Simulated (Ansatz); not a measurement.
Input:

```xyz
2
Lattice="0.0000 2.5911 2.5911 2.5911 0.0000 2.5911 2.5911 2.5911 0.0000" Properties=species:S:1:pos:R:3 pbc="T T T"
Mg     0.0000     0.0000     0.0000
S      2.5911     2.5911     2.5911
```

No spin polarisation.

0.104 electrons added to each cell, a density of 3.0×10^21 cm⁻³, with a uniform compensating background at fixed cell and a 300 K Fermi–Dirac width.

All numbers come from PBEsol, PAW, 420 eV (Ansatz, a program for electronic structure; without spin-orbit coupling). Settings: 25×25×25 k-points, 0.0259 eV Fermi–Dirac smearing.

Q: Predict the Fermi level from band edge, gap between the host's bands and gap character.

A: 
* **Fermi level relative to the doped band's edge (positive inside the band; to 0.05 eV)**: +0.85 eV
* **Gap between the host's bands**: 2.72 eV
* **Gap character**: indirect, Γ → X

Charged cell with a jellium background: band edges are those of the host's band count, energies are not comparable with the neutral cell, and many-body gap narrowing is missing. No phonon test of stability was made. The cell was made from MgS in the rock salt structure (space group Fm-3m, No. 225) by this change: electrons 3.0×10^21 cm⁻³.
